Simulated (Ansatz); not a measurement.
## Ag: pressure series

Take Ag in the fcc (Cu type) structure (space group Fm-3m, No. 225; a = 4.1486 Å) as the base.

Cell and atoms are relaxed at each pressure.

Calculations: DFT with PBE, PAW potentials and a 420 eV plane-wave cutoff in Ansatz (a quantum-chemistry and plane-wave program), spin-orbit coupling left out.

Two rows of this table had their results exchanged by mistake.

```
pressure           volume per atom (Å³)  shortest distance (Å)  band gap
-----------------  --------------------  ---------------------  --------
pressure −2 GPa                   18.28                  2.957      zero
pressure −1 GPa                   15.24                  2.783      zero
pressure 0.9 GPa                  17.68                  2.924      zero
pressure 2.1 GPa                  17.46                  2.912      zero
pressure 4.5 GPa                  17.08                  2.891      zero
pressure 9 GPa                    16.49                  2.857      zero
pressure 15 GPa                   15.86                  2.820      zero
pressure 22.5 GPa                 18.05                  2.945      zero
pressure 30 GPa                   14.74                  2.752      zero
```

Task: Which two?

Result: The rows for pressure −1 GPa and pressure 22.5 GPa: the volume has to fall steadily with pressure, so 18.05 Å³ belongs to pressure −1 GPa and 15.24 Å³ to pressure 22.5 GPa.

Load acts through the strain it causes; cell and atoms are relaxed under it. Stability against distortions was not tested. No other phases were tried under pressure.
